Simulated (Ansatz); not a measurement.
**BN: response to strain**

Take BN in the zinc blende structure (space group F-43m, No. 216; a = 3.605 Å) as the base. Axes: x, y, z lie along the cube axes.

Strains are applied to the cell and any free atomic positions relax; under biaxial strain the out-of-plane vector relaxes too.

Levels (all Ansatz, a program for electronic structure, PAW, earlier PAW set): PBEsol (420 eV, no spin-orbit coupling); r2SCAN (500 eV, no spin-orbit coupling); HSE06 (420 eV, no spin-orbit coupling); PBEsol+SOC (420 eV, spin-orbit coupling included); HSE06+SOC (420 eV, with spin-orbit coupling).

Band gaps by level, all at the geometries relaxed with PBEsol:

| case | PBEsol | r2SCAN | HSE06 | PBEsol+SOC | HSE06+SOC |
|---|---|---|---|---|---|
| base | 4.29 eV | 5.00 eV | 5.79 eV | 4.29 eV | 5.79 eV |
| biaxial strain +1.78 %, plane normal [001], relaxed out of plane | 3.82 eV | 4.51 eV | 5.30 eV | 3.82 eV | 5.30 eV |
| biaxial strain +1.84 %, plane normal [001], relaxed out of plane | 3.80 eV | 4.49 eV | 5.28 eV | 3.80 eV | 5.28 eV |
| biaxial strain +4.34 %, plane normal [111], relaxed out of plane | 4.07 eV | 4.75 eV | 5.57 eV | 4.07 eV | 5.57 eV |
| isotropic strain −2.79 % | 4.38 eV | 5.10 eV | 5.90 eV | 4.37 eV | 5.90 eV |

Single points use the geometry relaxed with PBEsol. The hybrid gap comes from the SCF mesh plus the semilocal run's edge points and a few special points and is an upper bound. Differences between runs with and without spin-orbit coupling are approximate. Whether these cells are dynamically stable was not tested.
